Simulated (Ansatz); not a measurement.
The starting structures come from a database of crystals and need not be the phases stable at ambient conditions.

By PBEsol, the system below comes out a metal.

Given:

```xyz
3
Lattice="4.1973 0.0000 0.0000 0.0000 4.1973 0.0000 2.0986 -2.0986 2.8789" Properties=species:S:1:pos:R:3 pbc="T T T"
Ga     2.0986     0.0000     1.4394
Ga     4.1973     2.0986     1.4394
Pt     0.0000     0.0000     0.0000
```

Space group of this cell: I4/mmm. The cell is strained (lengths along the current scaled by 0.97, ions clamped); by PBEsol its mean pressure is 3.2 GPa.

The current flows along the normal of the first two printed cell vectors, the (001) (indices of the unstrained crystal) plane of the conventional cell. No spin-orbit coupling; the value is a mean over 0.1 eV about the Fermi level.

Problem. Estimate the ballistic conductance per area that PBEsol run with Ansatz (a quantum-chemistry and plane-wave program) returns for this system.

Solution. 0.93 × 10¹⁵ S/m² for both spins.
